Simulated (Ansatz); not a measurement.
NiAs-type NiSb, treated with PBE+SOC (Ansatz, a first-principles code, plane waves, PAW).

Excerpt of the program's output:

```
WARN the atoms were moved onto the symmetric positions of the space group found under crystal.symmetry.tolerance 1.0e-5 (fractional …
Crystal: 4 atoms, lattice volume = 68.872 Å³
Basis set: ecut = 520 eV, 1849 PW (Γ), exchange–correlation on 60×60×80 points (8 copies of the dense FFT grid, shifted against one another)
Bands: 80, of which v1, the nominal top of the filled ones, is band 66 counted from 1 (65 counted from 0)
Symmetry: 24 space group operations + 24 with time reversal
k-points: 259 of 3888
Initial density: superposition of atomic densities (chi_scale 0.1, normalization cell, long waves kept (reshape's long-wave potential 0.00 eV rms))
Functional: x = pbe(κ = 0.804, μ = 0.2195149727645171), c = pbe(β = 0.06672455060314922)
spin=Noncollinear: Kerker preconditioning applied to the charge; magnetization (m_x, m_y, m_z) channels mix plain (no charge-response kernel on spin).
SCF 1 converged in 14 iterations: F = -24654.881027 eV  dr2 = 1.32e-10
SCF converged after 14 iterations
Free energy (F): -24654.881027 eV
Internal energy: -24654.864044 eV  (E = F + TS)
E sigma→0 (E₀):  -24654.872536 eV
Fermi energy:    15.177043 eV
--- Forces (eV/Å), atoms counted from 1 ---
  atom   1  Ni     0.00000000     0.00000000    -0.00000000
  atom   2  Ni     0.00000000     0.00000000     0.00000000
  atom   3  Sb     0.00000000     0.00000000    -0.00000000
  atom   4  Sb    -0.00000000     0.00000000     0.00000000
--- Stress (GPa, compression-positive) ---
        3.193481       0.000000      -0.000000
        0.000000       3.193481       0.000000
       -0.000000       0.000000       2.545262
  P = ⅓ Tr σ = 2.9774 GPa (29.774 kbar)
```

Q: Write an input file that could have produced this run (the log leaves some choices open).

A: One answer among several that fit: 
Ansatz 0.2 input:
```yaml
crystal:
  lattice:
    - [-1.9675, -3.40781, 0.0]
    - [-1.9675, 3.40781, 0.0]
    - [0.0, 0.0, -5.136]
  atoms:
    - { symbol: Ni, position: [0.0, 0.0, 0.5] }
    - { symbol: Ni, position: [0.0, 0.0, 0.0] }
    - { symbol: Sb, position: [0.333333, 0.666666, 0.25] }
    - { symbol: Sb, position: [0.666667, 0.333334, 0.75] }
basis:
  ecutwfc: 520
  ecutrho_ratio: 4
  xc_grid: 2
kpoints:
  mp_grid: { grid: [18, 18, 12] }
hamiltonian:
  xc: pbe
  dispersion: none
  pseudopotentials: { kind: paw }
scf:
  occupations: { method: fermi_dirac, width: 0.05 }
  convergence: { dr2_threshold: 0.0000000004 }
output:
  forces: true
  stress: true
  eigenvalues: true
magnetization:
  noncollinear: true
  spin_orbit: true
```

Note: cell and atoms aren't relaxed at this level (pressure 3.0 GPa).

Computing time: about 7 core-minutes (a rough figure).
